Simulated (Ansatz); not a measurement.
# What N → Sb does to hypothetical zinc blende LuN

Take LuN in the zinc blende structure (space group F-43m, No. 216; a = 5.0723 Å; a hypothetical phase, not in the database extracts checked) as the base.

The change: every N is replaced by Sb, then cell and atoms are relaxed.

Calculations: Kohn–Sham DFT with the PBEsol functional, run in Ansatz (an electronic-structure program) with PAW and 420 eV plane waves, without spin-orbit coupling. Γ-centred 12×12×12 mesh, Fermi–Dirac width 0.05 eV, for the changed cell.

```tsv
quantity	base	changed	shift
density	9.62 g/cm³	6.43 g/cm³	-3.19 g/cm³
lattice parameter a	5.072 Å	6.743 Å	+1.671 Å
space group	F-43m (No. 216)	F-43m (No. 216)	–
shortest interatomic distance	2.196 Å	2.920 Å	+0.724 Å
band gap	2.16 eV	1.45 eV	-0.715 eV
width of the top valence band	1.50 eV	0.42 eV	-1.08 eV
electron mass	0.30 mₑ (at Γ)	1.3 mₑ along k, 1.2 mₑ across (at X)	–
hole mass (degenerate bands, along [100])	–	0.29, 1.8 mₑ (at X)	–
```

Final structure:

```yaml
crystal:
  lattice:
    - [0.00000, 3.37171, 3.37171]
    - [3.37171, 0.00000, 3.37171]
    - [3.37171, 3.37171, 0.00000]
  atoms:
    - { symbol: Sb, position: [0.25000, 0.25000, 0.25000] }
    - { symbol: Lu, position: [0.00000, 0.00000, 0.00000] }
```

Cost of the whole job for the changed cell (relaxation, final SCF and bands): around 100 core-seconds (rough).

With Sb present, leaving out spin-orbit coupling can change the band edges. Masses are band curvatures over ±0.01 Å⁻¹ around the edge. Along k means along the line from Γ to the band edge. Stability against distortions was not tested. As relaxed here, LuSb is a hypothetical phase, not in the database extracts checked.
